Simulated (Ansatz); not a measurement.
This Ansatz (a program for electronic structure) input is the reference run, HfS2 in the CdI2 type structure (space group P-3m1, No. 164; layered, stacked along the Cartesian z axis), computed with plane-wave PAW DFT at the PBE-D3(BJ) level (Ansatz, 420 eV), without spin-orbit coupling:

Ansatz 0.2 input:
```yaml
crystal:
  lattice:
    - [3.6056951615, 0, 0]
    - [-1.8028475807, 3.1226236081, 0]
    - [0, 0, 5.7676202466]
  atoms:
    - { symbol: Hf, position: [0, 0, 0] }
    - { symbol: S, position: [0.3333333333, 0.6666666667, 0.2525196173] }
    - { symbol: S, position: [0.6666666667, 0.3333333333, 0.7474803827] }
basis: { ecutwfc: 420, ecutrho_ratio: 4, xc_grid: 2, fft_grid_basis: typed }
kpoints: { mp_grid: { grid: [11, 11, 6] } }
hamiltonian:
  xc: pbe
  dispersion: d3bj
  pseudopotentials: { kind: paw }
scf: { occupations: { method: fermi_dirac, width: 0.05 }, convergence: { dr2_threshold: 0.0000000003 } }
output: { forces: true, stress: true }
checkpoint: { write: state.ck, write_every: 1000 }
```

Question: Write the input for this change: every lattice vector is shortened by 1.00 %, atoms relaxed at fixed cell.

Answer: 
Ansatz 0.2 input:
```yaml
crystal:
  lattice:
    - [3.5696382098, 0, 0]
    - [-1.7848191049, 3.0913973721, 0]
    - [0, 0, 5.7099440441]
  atoms:
    - { symbol: Hf, position: [0, 0, 0] }
    - { symbol: S, position: [0.3333333333, 0.6666666667, 0.2525196173] }
    - { symbol: S, position: [0.6666666667, 0.3333333333, 0.7474803827] }
basis: { ecutwfc: 420, ecutrho_ratio: 4, xc_grid: 2, fft_grid_basis: typed }
kpoints: { mp_grid: { grid: [11, 11, 6] } }
hamiltonian:
  xc: pbe
  dispersion: d3bj
  pseudopotentials: { kind: paw }
scf: { occupations: { method: fermi_dirac, width: 0.05 }, convergence: { dr2_threshold: 0.0000000003 } }
relax: { f_tol: 0.005, max_steps: 50 }
output: { forces: true, stress: true }
checkpoint: { write: state.ck, write_every: 1000 }
```
This is the input that was run.

The cells carry an imposed strain or load. No phonon test of stability was made.
